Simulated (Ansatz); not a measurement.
# Thickness series in hypothetical R-3m Rh2O3

The parent structure is Rh₂O₃ in the Bi2Te3 type structure (space group R-3m, No. 166; a hypothetical phase, not in the database extracts checked; layered, stacked along the Cartesian z axis).

```
Rh2O3
1.0
    1.48718     0.85862     6.97361
   -1.48718     0.85862     6.97361
    0.00000    -1.71725     6.97361
Rh O
2 3
Direct
  0.39976   0.39976   0.39976
  0.60024   0.60024   0.60024
  0.00000   0.00000   0.00000
  0.22021   0.22021   0.22021
  0.77979   0.77979   0.77979
```

Free-standing slabs (5 atom(s) a layer) normal to the stacking axis with 15 Å of vacuum; in-plane cell relaxed.

Computed with r2SCAN+rVV10 (Ansatz, a quantum-chemistry and plane-wave program; PAW; 500 eV plane waves; scalar-relativistic without spin-orbit coupling).

Notes on the quantities. hole mass: in plane.

```csv
change,band gap,hole mass,shortest interatomic distance
base,0.26 eV,–,197.6 pm
1 layer,0.60 eV,1.6 mₑ (at Γ),197.5 pm
2 layers,…,1.1 mₑ (at Γ),197.4 pm
3 layers,…,0.93 mₑ (at Γ),197.5 pm
4 layers,…,–,197.5 pm
```

Task: Complete the table.

Result: 
- 2 layers, band gap: 0.41 eV
- 3 layers, band gap: 0.34 eV
- 4 layers, band gap: 0.31 eV

Effective masses come from finite differences of ±0.01 Å⁻¹. Stability against distortions was not tested. The zero or small gap of Rh2O3 can change with the level of theory.
